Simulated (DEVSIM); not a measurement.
Device: Al0.25Ga0.75As/GaAs p-n heterojunction, at 300 K.

Layer 1 from the left is Al0.25Ga0.75As, thickness (μm) 0.600, Na (cm⁻³) 1.4e17, τn (s) 6.4e-9, τp (s) 6.4e-9. Layer 2 from the left is GaAs, thickness (μm) 4.00, Nd (cm⁻³) 1.2e16, τn (s) 6.4e-9, τp (s) 6.4e-10.

Left contact: ohmic. Right contact: ohmic. Voltage is applied to the left contact. Recombination: SRH at mid-gap. Mobility is μmin + (μ − μmin)/(1 + (N/Nref)^α).

Constants are typed, rounded textbook-type inputs, not results; the design itself was drawn at random and stands for no fabricated device. Values at 300 K.

Al0.25Ga0.75As: gap (eV) 1.7357, affinity (eV) 3.8725, permittivity 12.19, Nc (cm⁻³) 6.5e17, Nv (cm⁻³) 9e18, μn (cm²/Vs) 4375, μp (cm²/Vs) 221, μn,min 500, μp,min 20, Nref,n 6e16, Nref,p 1.5e17, αn 0.39, αp 0.38. GaAs: gap (eV) 1.424, affinity (eV) 4.07, permittivity 12.9, Nc (cm⁻³) 4.7e17, Nv (cm⁻³) 9e18, μn (cm²/Vs) 8500, μp (cm²/Vs) 400, μn,min 500, μp,min 20, Nref,n 6e16, Nref,p 1.5e17, αn 0.39, αp 0.38.

Model (solved in DEVSIM): 1D drift-diffusion, Boltzmann statistics, complete ionisation; no tunnelling, impact ionisation, image-force lowering or self-heating. Band offsets follow the typed affinities; no thermionic-emission limit at abrupt steps, no polarisation charge.

**Question.** What does the simulation give for the dark forward voltage at 1 A/cm², the dark forward voltage at 100 A/cm², the potential step across the device at zero bias, the largest field in the device at zero bias?

**Answer.** dark forward voltage at 1 A/cm² 1.014 V; dark forward voltage at 100 A/cm² 1.175 V; potential step across the device at zero bias 1.336 V; largest field in the device at zero bias 69000 V/cm.
